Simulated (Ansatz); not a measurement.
The reference is CaF$_{2}$ in the rutile structure (space group P4_2/mnm, No. 136; a hypothetical phase, not in the database extracts checked).

```
CELL_PARAMETERS angstrom
      5.15499     0.00000     0.00000
      0.00000     5.15499     0.00000
      0.00000     0.00000     3.54121
ATOMIC_POSITIONS crystal
  Ca 0.00000 0.00000 0.00000
  Ca 0.50000 0.50000 0.50000
  F  0.30752 0.30752 0.00000
  F  0.80752 0.19248 0.50000
  F  0.19248 0.80752 0.50000
  F  0.69248 0.69248 0.00000
```

Levels (all Ansatz, an electronic-structure program, PAW): PBEsol (420 eV, no SOC); r2SCAN (500 eV, no SOC).

The geometry is relaxed with PBEsol.

| Item | Result |
|---|---|
| PBEsol band gap | 6.83 eV |
| PBEsol pressure | 0.0 kbar |
| PBEsol gap character | direct at Γ |

How does going to r2SCAN change the band gap, pressure and gap character?

The band gap rises by 0.82 eV to 7.65 eV; the pressure goes from zero to 7.7 kbar; the gap character remains direct at Γ.

Single points use the geometry relaxed with PBEsol. Their cutoffs differ, which shifts pressures a little. Gaps are Kohn–Sham eigenvalue differences; semilocal functionals usually give less than the measured gap. Whether these cells are dynamically stable was not tested.
